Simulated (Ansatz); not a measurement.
The reference is K in the bcc (W type) structure (space group Im-3m, No. 229; a = 5.2123 Å).

All numbers come from PBEsol, PAW, 420 eV (Ansatz, a first-principles code; no spin-orbit coupling).

Base values:

| Quantity | Value |
|---|---|
| Density | 0.92 g/cm³ |
| Band gap | zero |

Perturbation: every K is replaced by Ca, then cell and atoms are relaxed.

### Question
What happens to the density?

### Answer
The density increases by 0.73 g/cm³ to 1.65 g/cm³.

### Question
How does this affect the band gap?

### Answer
The band gap is still zero.

Stability against distortions was not tested. This is not the structure that Ca has at room temperature and ambient pressure.
